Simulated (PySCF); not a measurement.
PySCF 2.14.0, HF/def2-svp: Mo(O)(NMe)(Br)(OH) (C[N]=[Mo](=[O])([OH])[Br]), 10 atoms. The geometry is a generated start, not checked to be a minimum at this level.

```json
{
 "task": "energy and gradient",
 "basis": "def2-svp",
 "mol.max_memory": "7000 MB",
 "mf.init_guess": "minao (default)",
 "mf.DIIS": "CDIIS (default)",
 "mf.diis_space": "8 (default)",
 "mf.conv_tol": "1e-09 (default)",
 "effective_core_potentials": "those of the basis set, past Kr",
 "basis functions (reference run)": "139"
}
```

```xyz
10

Mo     0.4804    -0.4971     1.0702
O      2.0445    -0.0961     1.3571
N     -0.0683     0.0355    -0.4878
C     -0.2327     0.6555    -1.7432
H     -1.2037     1.1586    -1.8124
H      0.5661     1.3893    -1.9131
H     -0.1801    -0.0969    -2.5367
Br     0.5542    -2.8547     0.7768
O     -0.6841    -0.0569     2.3298
H     -1.2761     0.3628     2.9594
```
Charge 0, spin multiplicity 1.

The reference run uses exact four-centre integrals. One run each, on a shared machine, so no times are given.

Settings tried, all else as in the reference:
- density fitting, auxbasis = autoaux
- density fitting
- density fitting of J alone, exact K
- density fitting, auxbasis = def2-universal-jfit

Q: Which settings reproduce the reference to 1.0 meV/atom in energy, 10 meV/Å in forces (largest component)?

A: Within it: density fitting of J alone, exact K; density fitting. At the edge (between 0.75 and 1.33 times the tolerance): density fitting, auxbasis = autoaux. Outside: density fitting, auxbasis = def2-universal-jfit.

```json
[
 {"setting": "density fitting of J alone, exact K", "energy against the reference": "−0.33 meV/atom", "difference in forces (largest component)": "0.44 meV/Å"},
 {"setting": "density fitting", "energy against the reference": "+0.60 meV/atom", "difference in forces (largest component)": "2.4 meV/Å"},
 {"setting": "density fitting, auxbasis = autoaux", "energy against the reference": "+1.1 meV/atom", "difference in forces (largest component)": "8.7 meV/Å"},
 {"setting": "density fitting, auxbasis = def2-universal-jfit", "energy against the reference": "+58000 meV/atom", "difference in forces (largest component)": "2100 meV/Å"}
]
```

Total energies are compared; such shifts often cancel in part in energy differences. def2-universal-jfit is made for Coulomb alone and misses functions that exchange needs. No test of the SCF solution's stability was run. Also tried and not ranked: density fitting, auxbasis = def2-universal-jkfit (same energy as a listed run); COSX exchange (sgx_fit, pjs) with fitted J, mf.with_df.grids_level_i = 1, mf.with_df.grids_level_f = 1 (gradient came out as NaN); COSX exchange (sgx_fit, pjs) with fitted J, mf.with_df.grids_level_i = 1, mf.with_df.grids_level_f = 2 (default) (gradient came out as NaN); COSX exchange (sgx_fit, pjs) with fitted J, mf.with_df.grids_level_i = 1, mf.with_df.grids_level_f = 3 (gradient came out as NaN); COSX exchange (sgx_fit, pjs) with fitted J, mf.with_df.grids_level_i = 1, mf.with_df.grids_level_f = 4 (gradient came out as NaN). The tolerance is a choice made for this comparison.
